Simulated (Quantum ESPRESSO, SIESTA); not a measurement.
A SIESTA input for a self-consistent single point of AlNi (Pm-3m, 2 atoms in the cell) (DFT, GGA PBE, numerical atomic orbitals DZP, PseudoDojo PBE standard norm-conserving potentials (rewritten from UPF to PSML)):

```
# files in the folder: Al.psml Ni.psml (PseudoDojo PBE standard)
SystemName  AlNi
SystemLabel alni

NumberOfAtoms                2
NumberOfSpecies              2
%block ChemicalSpeciesLabel
  1 13 Al
  2 28 Ni
%endblock ChemicalSpeciesLabel
LatticeConstant              2.866859 Ang
%block LatticeVectors
     1.000000000    0.000000000    0.000000000
     0.000000000    1.000000000    0.000000000
     0.000000000    0.000000000    1.000000000
%endblock LatticeVectors
AtomicCoordinatesFormat      Ang
%block AtomicCoordinatesAndAtomicSpecies
     1.433429500    1.433429500    1.433429500  1
     0.000000000    0.000000000    0.000000000  2
%endblock AtomicCoordinatesAndAtomicSpecies

XC.functional                GGA
XC.authors                   PBE
PAO.BasisSize                DZP
PAO.EnergyShift              0.01 Ry
MeshCutoff                   300 Ry
%block kgrid.MonkhorstPack
   11   0   0  0.0
    0  11   0  0.0
    0   0  11  0.0
%endblock kgrid.MonkhorstPack
OccupationFunction           MP
OccupationMPOrder            0
ElectronicTemperature        0.136 eV

MaxSCFIterations             150
SCF.Mixer.Method             Pulay
SCF.Mixer.Weight             0.25
SCF.Mixer.History            6
SCF.DM.Tolerance             1.0E-04
Diag.ParallelOverK           true
WriteForces                  true
```

Task: Translate this input to Quantum ESPRESSO.

Result: One input that does it (others would too):

```fortran
&CONTROL
  calculation = 'scf',
  prefix = 'AlNi',
  outdir = './out',
  pseudo_dir = './',
  tprnfor = .true.,
  tstress = .true.,
/
&SYSTEM
  ibrav = 0,
  nat = 2,
  ntyp = 2,
  ecutwfc = 105,
  occupations = 'smearing',
  smearing = 'gaussian',
  degauss = 0.0099958,
/
&ELECTRONS
  conv_thr = 1.0e-11,
  mixing_beta = 0.7,
/
ATOMIC_SPECIES
Al    26.9815  Al.upf
Ni    58.6934  Ni.upf
ATOMIC_POSITIONS {crystal}
Al    0.50000000    0.50000000    0.50000000
Ni    0.00000000    0.00000000    0.00000000
K_POINTS {automatic}
11 11 11  0 0 0
CELL_PARAMETERS {bohr}
   5.41757835     0.00000000     0.00000000
   0.00000000     5.41757835     0.00000000
   0.00000000     0.00000000     5.41757835
```

Basis, cutoffs, solver keys and any potentials are the target program's own. This input uses DFT, PBE, plane waves, PseudoDojo stringent norm-conserving (PBE) pseudopotentials. Both were run: pressure 2.62 GPa in SIESTA and 4.65 in Quantum ESPRESSO.

On Quantum ESPRESSO: the starting cell comes from a database of computed structures (which also holds hypothetical and non-ambient phases and stackings), without a prior relaxation at this level. Its lattice was rescaled by a random factor within 2.5 % of one. Spin polarisation is off. With a pressure of about 5 GPa the cell is away from its equilibrium volume at this level.

On SIESTA: the starting cell comes from a database of computed structures (which also holds hypothetical and non-ambient phases and stackings), without a prior relaxation at this level. Its lattice was rescaled by a random factor within 2.5 % of one. Spin polarisation is off. Values carry the incompleteness of an atom-centred basis.
